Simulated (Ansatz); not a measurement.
Data:

```xyz
3
Lattice="3.5649 0.0000 0.0000 -1.7825 3.0873 0.0000 0.0000 0.0000 5.6664" Properties=species:S:1:pos:R:3 pbc="T T T"
Hf     0.0000     0.0000     0.0000
S      0.0000     2.0582     1.4567
S      1.7825     1.0291     4.2097
```

No spin polarisation.

Level of theory: Ansatz (a first-principles code) PBEsol-D3(BJ), spin-orbit coupling left out. k-mesh 11×11×6 (Γ-centred); smearing 0.05 eV (Fermi–Dirac).

### Question
Predict the smallest direct gap and band gap.

### Answer
The smallest direct gap comes out as 1.61 eV. The band gap comes out as 0.60 eV.

Spin-orbit coupling, missing from the scalar runs, can matter with Hf. Load acts through the strain it causes; cell and atoms are relaxed under it. Stability against distortions was not tested. The cell was made from HfS2 in the CdI2 type structure (space group P-3m1, No. 164; layered, stacked along the Cartesian z axis) by this change: pressure −1 GPa.
